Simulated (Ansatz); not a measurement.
The starting structures come from a database of crystals and need not be the phases stable at ambient conditions.

 Where the default PAW files enter, the runs use the earlier of Ansatz's two default sets.

```
SrTe
1.0
    4.74587     0.00000     0.00000
   -2.37293     4.11004     0.00000
    2.37293     1.37001     3.87498
Sr Te
1 1
Cartesian
  0.00000   0.00000   0.00000
  4.74587   2.74003   1.93749
```

Space group of this cell: Fm-3m, rock salt. The cell is taken as given.

Transport runs along the normal of the first two printed cell vectors, the (111) plane of the conventional cell.

The gap is the functional's own. No spin-orbit coupling. Mid-gap values are interpolated on the energy grid.

### Question
Give the band gap and the smallest decay constant κ at mid-gap that Ansatz (a quantum-chemistry and plane-wave program) with r2SCAN yields.

### Answer
Gap 2.18 eV on a 10×10×10 mesh; κ = 0.192 1/Å, at the zone centre.
